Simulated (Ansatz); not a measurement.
Formation energies of neutral defects against the elements (graphite for carbon, diatomic gases, S8), in alpha quartz (eV), each at one geometry relaxed with PBE and evaluated in Ansatz (a program for electronic structure) with PBE, r2SCAN. Set-up: 72-site cell; 2×2×2 Γ-centred k-points; charged states image-corrected; no spin–orbit coupling; corrections pass 1 eV, so highly charged states may be off by several tenths; flagged in the runs: for some of the defects a doubtful potential alignment, a host whose relaxation on this sampling wasn't shown to rest, a strain field that reaches the edge of the cell.

```csv
defect,x: PBE (eV),y: r2SCAN (eV)
Hf on the Si site,-0.85,-0.96
Ta on the Si site,2.64,2.53
Ga on the Si site,5.70,6.10
Mg on the Si site,6.60,7.19
Sb on the Si site,6.61,6.92
C on the Si site,6.76,7.51
As on the Si site,6.79,7.31
Si vacancy,14.10,15.40
Al on the Si site,2.45,?
```

Problem. Fit a straight line to the 8 complete rows and predict the last.

Solution. Means: x = 6.044, y = 6.500; Sxx = 125.831, Sxy = 138.728. Slope 138.728 / 125.831 = 1.10, intercept 6.500 − 1.10 × 6.044 = -0.15 eV; the rows scatter by 0.17 eV about the line, and R² = 1.00. Prediction: -0.15 + 1.10 × 2.45 = 2.55 eV. The calculation gave 2.70 eV, 0.15 eV above the line, within its scatter.
